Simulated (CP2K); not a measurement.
Band structure of Hf2SbP (P6_3/mmc, 8 atoms in the cell).

```
CELL_PARAMETERS angstrom
      3.83966     0.00000     0.00000
     -1.91983     3.32524     0.00000
      0.00000     0.00000    13.21089
ATOMIC_POSITIONS crystal
  Hf 0.66667 0.33333 0.89774
  Hf 0.33333 0.66667 0.10226
  Hf 0.33333 0.66667 0.39774
  Hf 0.66667 0.33333 0.60226
  Sb 0.33333 0.66667 0.75000
  Sb 0.66667 0.33333 0.25000
  P  0.00000 0.00000 0.00000
  P  0.00000 0.00000 0.50000
```

Method of the run: CP2K with LDA (Pade form), GPW, DZVP-MOLOPT-SR-GTH basis, GTH-PADE potentials (GTH_POTENTIALS).

Settings: CUTOFF = 500 Ry; REL_CUTOFF = 50 Ry; SMEAR/METHOD = FERMI_DIRAC; ELECTRONIC_TEMPERATURE = 1160.45 K; KPOINTS/SCHEME = MONKHORST-PACK 5 5 2; GAMMA_CENTERED = T; XC_FUNCTIONAL = PADE; Hf/BASIS_SET = DZVP-MOLOPT-SR-GTH-q12; Hf/POTENTIAL = GTH-PADE-q12; Sb/BASIS_SET = DZVP-MOLOPT-SR-GTH-q5; Sb/POTENTIAL = GTH-PADE-q5; P/BASIS_SET = DZVP-MOLOPT-SR-GTH-q5; P/POTENTIAL = GTH-PADE-q5; METHOD = GPW.

The starting cell comes from a database of computed structures (which also holds hypothetical and non-ambient phases and stackings), without a prior relaxation at this level. Its lattice was rescaled by a random factor within 2.5 % of one. Spin-orbit coupling is off. Values carry the incompleteness of an atom-centred basis.

Levels in eV from the Fermi level, bands 31 to 36:
| point | 31 | 32 | 33 | 34 | 35 | 36 |
|---|---|---|---|---|---|---|
| Γ | -0.15 | -0.13 | -0.13 | -0.03 | -0.03 | 0.83 |
| M | -2.06 | -1.30 | -1.30 | -0.71 | 1.41 | 1.65 |
| K | -2.97 | -2.74 | -0.22 | 0.64 | 0.64 | 1.33 |
| A | -0.44 | -0.44 | 0.04 | 0.04 | 0.04 | 0.04 |
| L | -1.64 | -1.64 | -1.03 | -1.03 | 2.07 | 2.07 |
| H | -2.93 | -2.93 | 0.41 | 0.41 | 0.70 | 0.70 |

Bands cross the Fermi level along this path, so the cell is metallic at this level.

Higher empty bands are left out: an atom-centred basis made for the valence describes them poorly.
